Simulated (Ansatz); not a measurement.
# Hypothetical zinc blende TlBr, carrier doping

Consider TlBr in the zinc blende structure (space group F-43m, No. 216; a = 7.5038 Å; a hypothetical phase, not in the database extracts checked).

Carriers are added at fixed cell with a uniform background; the Fermi–Dirac width is that of 300 K.

Computed with DFT with PBE, PAW potentials and a 420 eV plane-wave cutoff in Ansatz (a first-principles code), no spin-orbit coupling, earlier PAW set.

Notes on the quantities. Fermi level from band edge: Fermi level relative to the doped band's edge (positive inside the band; to 0.05 eV).

| electron density (10^21 cm⁻³) | Fermi level from band edge (eV) |
|---|---|
| 0.7 | 0.15 |
| 1.5 | 0.30 |
| 2 | ? |
| 3 | 0.45 |

### Question
Fit E_F = C n^s, fitted as a line in log–log form (a parabolic band gives s = 2/3) to the rows shown and predict the withheld row.

### Answer
Least squares on the printed values gives C = 0.20 eV, s = 0.76 (largest residual 0.02 eV); this predicts 0.34 eV, and the run gives 0.35 eV, in agreement.

Charged cell with a jellium background: band edges are those of the host's band count, energies are not comparable with the neutral cell, and many-body gap narrowing is missing. Stability against distortions was not tested.
